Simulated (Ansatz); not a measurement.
ZnSe (zinc blende, F-43m), quasi-harmonic approximation with DFT at the LDA level (Ansatz, a quantum-chemistry and plane-wave program). Dynamical quadrupoles are not included in the interpolation of the phonons between the solved wave vectors. The pressure is 15 GPa. The structure is held there; whether it is the stable one at that pressure was not tested.

```csv
T (K),α_L (10⁻⁶/K),C_P (J/mol/K),bulk modulus B_T (GPa),γ
100,-4.3,27.9,131,-1.35
200,-2.5,41.4,127,-0.51
400,-1.7,47.5,119,-0.29
500,-1.7,48.3,115,-0.27
550,-1.7,48.6,…,-0.27
850,-2.0,49.4,100,-0.27
950,-2.2,49.5,95.7,-0.28
1000,-2.2,…,93.5,-0.28
```

Task: Fill in the missing entries.

Result: 
- 550, bulk modulus B_T (GPa): 113
- 1000, C_P (J/mol/K): 49.6

No phase change or melting is allowed for: the numbers belong to this structure as given.

The PAW data sets were generated under PBE and serve the other functionals too.
